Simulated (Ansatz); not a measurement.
PBE against r2SCAN: hypothetical zinc blende VSb, pressure 45 GPa

Take VSb in the zinc blende structure (space group F-43m, No. 216; a = 6.179 Å; ferromagnetic; a hypothetical phase, not in the database extracts checked) as the base.

(Cell as relaxed with PBE.)

Levels (all Ansatz, a first-principles code, PAW): PBE (420 eV, scalar-relativistic without spin-orbit coupling); r2SCAN (500 eV, spin-orbit coupling left out).

Each level relaxes its own structure.

```csv
base,PBE,r2SCAN
volume per atom,29.49 Å³,29.91 Å³
lattice parameter a,6.179 Å,6.208 Å
band gap,zero,zero
largest site moment,1.97 μB,2.12 μB
```

Modification: a hydrostatic pressure of 45 GPa.

| quantity | PBE | r2SCAN |
|---|---|---|
| largest site moment | 1.38 μB | [?] |
| lattice parameter a | 5.418 Å | [?] |
| magnetic state | ferromagnetic | [?] |

Q: Given the PBE results, estimate those of r2SCAN.

A: 
- largest site moment, r2SCAN: 1.77 μB
- lattice parameter a, r2SCAN: 5.439 Å
- magnetic state, r2SCAN: ferromagnetic

PBE's largest site moment lies 0.39 μB below r2SCAN's; PBE's lattice parameter a lies 0.021 Å below r2SCAN's (0.4 %); the two agree on the magnetic state. Neither level is exact; r2SCAN is the comparison here, not a measurement.

The magnetic state is the one reached from the starting moments; the real material's order can differ, and small cells can't hold many antiferromagnetic ones. With Sb present, leaving out spin-orbit coupling can change the band edges. Load acts through the strain it causes; cell and atoms are relaxed under it. No phonon test of stability was made. Competing high-pressure phases were not computed. Gaps under 0.05 eV, about the width of the smearing, are given as zero.
